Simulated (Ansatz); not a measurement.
Input and output of a self-consistent single point for In₂Ni₃Se₂ (R3m, 7 atoms in the cell) (Ansatz, an electronic-structure program).

Method of the run: LDA (PW92), harder PAW files (source: ansatz) made with PBE (plane waves; Ansatz).

```
CELL_PARAMETERS angstrom
      2.72363     1.57249     4.74104
     -2.72363     1.57249     4.74104
      0.00000    -3.14498     4.74104
ATOMIC_POSITIONS crystal
  In 0.00351 0.00351 0.00351
  In 0.50000 0.50000 0.50000
  Ni 0.00000 0.00000 0.50000
  Ni 0.50000 0.00000 0.00000
  Ni 0.00000 0.50000 0.00000
  Se 0.28279 0.28279 0.28279
  Se 0.71721 0.71721 0.71721
```

Reference input (self-consistent single point, DFT, LDA (PW92), plane waves, default PAW files made with PBE): basis.ecutwfc = 30.9 Ry; kpoints.mp_grid.grid = 4 4 4; hamiltonian.xc = lda; hamiltonian.pseudopotentials = {kind: paw} (the program's default PAW files); scf.occupations.method = fermi_dirac; scf.occupations.width = 0.0073 Ry. This run's input differs from it in these lines:

Ansatz 0.2 input:
```diff
@@ -14,3 +14,3 @@
 basis:
-  ecutwfc: 30.9 Ry
+  ecutwfc: 47.4 Ry
 kpoints:
@@ -19,3 +19,3 @@
   xc: lda
-  pseudopotentials: { kind: paw }
+  pseudopotentials: { kind: paw, source: ansatz }
 scf:
```

Log, with long lists cut:

```
SCF iter   1: F=—  HF=-45756.123032 eV  |F-HF|=—  |Δ(HF+E_count)|=         —  Δρ=2.06e-1  dr2=7.82e1  ethr=3.10e-3  ⟨swp⟩=4.9  Hψ=3054  notcnv=0  defer=13
all-band conjugate gradients solve this SCF's bands
preconditioner: auto → Kerker (q_TF=auto, 2.751 Å⁻¹)
SCF iter   2: F=—  HF=-45745.792647 eV  |F-HF|=—  |Δ(HF+E_count)|=    1.03e1  Δρ=6.38e-2  dr2=1.48e1  ethr=3.10e-3  ⟨swp⟩=3.0  Hψ=2182  notcnv=0  defer=48
   [... lines left out ...]
SCF iter   8: F=—  HF=-45741.589791 eV  |F-HF|=—  |Δ(HF+E_count)|=   3.40e-4  Δρ=2.44e-4  dr2=6.69e-5  ethr=8.44e-7  ⟨swp⟩=2.0  Hψ=1514  notcnv=0  defer=50
SCF iter   9: F=—  HF=-45741.589472 eV  |F-HF|=—  |Δ(HF+E_count)|=   3.19e-4  Δρ=6.04e-5  dr2=5.20e-6  ethr=5.23e-8  ⟨swp⟩=1.8  Hψ=1034  notcnv=0  defer=50
SCF iter  10: F=—  HF=-45741.589471 eV  |F-HF|=—  |Δ(HF+E_count)|=   9.48e-7  Δρ=1.77e-5  dr2=3.37e-7  ethr=4.06e-9  ⟨swp⟩=2.7  Hψ=1485  notcnv=0  defer=50
SCF iter  11: F=-45741.589471 eV  HF=-45741.589471 eV  |F-HF|=8.75e-9  |Δ(HF+E_count)|=   7.25e-8  Δρ=5.68e-6  dr2=2.31e-8  ethr=7.81e-11  ⟨swp⟩=10.5  Hψ=4021  notcnv=0
SCF 1 converged in 11 iterations: F = -45741.589471 eV  dr2 = 2.31e-8
Free energy (F): -45741.589471 eV
Internal energy: -45741.470626 eV  (E = F + TS)
E sigma→0 (E₀):  -45741.530048 eV
Entropy (-TS):   -0.118845 eV (-16.978 meV/atom)
Fermi energy:    14.068407 eV
--- Forces (eV/Å), atoms counted from 1 ---
  atom   1  In     0.00000000     0.00000001    -0.16263641
  atom   2  In     0.00000000    -0.00000000     0.01350111
  atom   3  Ni     0.00000000    -0.01680220     0.03623071
  atom   4  Ni     0.01455113     0.00840109     0.03623072
  atom   5  Ni    -0.01455113     0.00840109     0.03623072
  atom   6  Se     0.00000000     0.00000003    -0.43200176
  atom   7  Se     0.00000000    -0.00000003     0.47240909
--- Stress (GPa, compression-positive) ---
       -6.996498       0.000000       0.000000
        0.000000      -6.996498      -0.000000
       -0.000000      -0.000000      -6.933485
  P = ⅓ Tr σ = -6.9755 GPa (-69.755 kbar)
  The stress holds the Pulay correction. Without it, at fixed plane waves, as pw.x and ABINIT print it: P = -11.5306 GPa
```

The run converged in 11 iterations. Against the reference run the pressure moves little (-7.00 to -6.98 GPa) and the largest force moves little (0.475 to 0.472 eV/Å).

The starting cell comes from a database of computed structures (which also holds hypothetical and non-ambient phases and stackings), without a prior relaxation at this level. Its lattice was rescaled by up to half a per cent. One atom was moved a little off its site on purpose. Spin polarisation is off, so a magnetic state, if there is one, cannot be reached. Ansatz's pressure includes its estimate of the finite-basis (Pulay) stress. Without the estimate this run gives -11.53 GPa. The cutoff lies below the one recommended for these files.
